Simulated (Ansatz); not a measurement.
## CsCl-type TiCo

Computed with RPBE in Ansatz (PAW).

Run with plane-wave cutoff 520 eV, 22×22×22 k mesh, Fermi–Dirac smearing 0.029 eV (set by the program), no spin polarisation, scalar-relativistic PAW data made under PBE.

Cell: relaxed at this level.

For CsCl-type TiCo, the elastic constant C11 comes out as 202 GPa. The elastic constant C12 comes out as 149 GPa, the elastic constant C44 is 56.9 GPa and the voigt–Reuss–Hill bulk modulus comes out as 167 GPa. The polycrystal shear modulus (Hill average) is 41.7 GPa and the Young modulus comes out as 115 GPa. The Poisson ratio is 0.384.

Elastic constants are with the ions relaxed.

Static lattice: no zero-point or thermal effects.

Computing time: roughly 8 core-minutes.

Ansatz is a first-principles code.
